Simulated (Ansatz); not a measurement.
Consider BeTe in the zinc blende structure (space group F-43m, No. 216; a = 5.6043 Å). Axes: x, y, z lie along the cube axes.

Level of theory: Kohn–Sham DFT with the PBEsol functional, run in Ansatz (a quantum-chemistry and plane-wave program) with PAW and 420 eV plane waves, no SOC.

For the base:

The smallest direct gap is 3.61 eV and the valley order is X along ⟨100⟩ 1.84 eV; L along ⟨111⟩ 3.08 eV. The electron mass comes out as 1.4 mₑ along k, 0.25 mₑ across (at X).

Perturbation: the cell is stretched by 2.00 % along z with no lateral relaxation; the atoms relax in the strained cell.

Q: Estimate the effect on the smallest direct gap.

A: The smallest direct gap drops by 0.04 eV, from 3.61 eV to 3.57 eV.

Q: Estimate the effect on the valley order.

A: The valley order (the lowest conduction-band minima on the path, energy above the VBM, named in the base's zone) changes from X along ⟨100⟩ 1.84 eV; L along ⟨111⟩ 3.08 eV to X along [010] 1.80 eV; X along [001] 1.94 eV; L along [111] 2.98 eV.

Q: What does the calculation give for the electron mass after the change?

A: The electron mass changes from 1.4 mₑ along k, 0.25 mₑ across (at X) to 1.5 mₑ along k, 0.25 mₑ across (at X).

Spin-orbit coupling, missing from the scalar runs, can matter with Te. Masses are band curvatures over ±0.01 Å⁻¹ around the edge. Along k means along the line from Γ to the band edge. Stability against distortions was not tested.
